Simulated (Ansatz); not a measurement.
BaH2 (P6₃/mmc, No. 194, 6 atoms in the cell; start mp-1182102; a measured phase of this formula has another space group)

The numbers are results of dielectric-dependent PBEsol hybrid (Ansatz, an electronic-structure program, plane waves, PAW), not measurements.

Run with plane-wave cutoff 460 eV, 6×6×4 k mesh (along the axes of the cell as run), Fermi–Dirac smearing 0.01 eV, scalar-relativistic PAW data made under PBE.

Cell (relaxed with PBEsol):

```
BaH2
1.0
    4.38409     0.00000     0.00000
   -2.19205     3.79674     0.00000
    0.00000     0.00000     5.79283
Ba H
2 4
Direct
  0.66667   0.33333   0.75000
  0.33333   0.66667   0.25000
  0.33333   0.66667   0.75000
  0.66667   0.33333   0.25000
  0.00000   0.00000   0.50000
  0.00000   0.00000   0.00000
```

```json
{
  "band_gap": "2.85 eV",
  "smallest_direct_gap_on_the_k_points_sampled": "3.75 eV",
  "Γ–Γ gap": "3.99 eV"
}
```

Note: cell and atoms aren't relaxed at this level (pressure 0.3 GPa).

Spin–orbit coupling is not included.

Computed values are for the static lattice.

It cost roughly 3.0 core-minutes of CPU time.

A start named mp-… is a Materials Project structure, which need not be a measured phase.
